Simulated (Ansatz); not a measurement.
We consider CsCl-type CoGa, described by r²SCAN in Ansatz (plane waves, PAW).

Numerical settings: plane-wave cutoff 600 eV, 22×22×22 k mesh, Fermi–Dirac smearing 0.036 eV (set by the program), no spin polarisation, scalar-relativistic PAW data made under PBE.

The cell has the measured lattice: a = b = c = 2.8780 Å, α = β = γ = 90.00°.

Problem. Give the computed Young modulus, elastic constant C44, elastic constant C11 and elastic constant C12.

Solution. 
Young modulus: 204 GPa
elastic constant C44: 107 GPa
elastic constant C11: 236 GPa
elastic constant C12: 138 GPa

Note: the cell isn't this level's own, so it is under some stress, which shifts stiffness and frequencies.

Elastic constants are with the ions relaxed.

The computed numbers hold no vibrational or temperature effects.

Computing time: about 14 core-minutes (a rough figure).

Ansatz is a program for electronic structure.
